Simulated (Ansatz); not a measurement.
Mg in the hcp (Mg type) structure (space group P6_3/mmc, No. 194)

Space group P6₃/mmc (No. 194); a = 3.1731 Å, b = 3.1731 Å, c = 5.1825 Å, α = 90.00°, β = 90.00°, γ = 120.00°

```csv
atom,site,symmetry,x,y,z
Mg,2d,-6m2,0.6667,0.3333,0.2500
```

All numbers come from plane-wave PAW DFT at the r2SCAN level (Ansatz, an electronic-structure program, 500 eV), no SOC. Γ-centred 17×17×9 mesh, Fermi–Dirac width 0.05 eV.

```json
{
 "volume_per_atom": "22.59 Å³",
 "density": "1.79 g/cm³",
 "band_gap": "zero",
 "total_energy": "-1926.407 eV/atom (σ→0; compares only within this code and set-up)"
}
```

Whether these cells are dynamically stable was not tested.
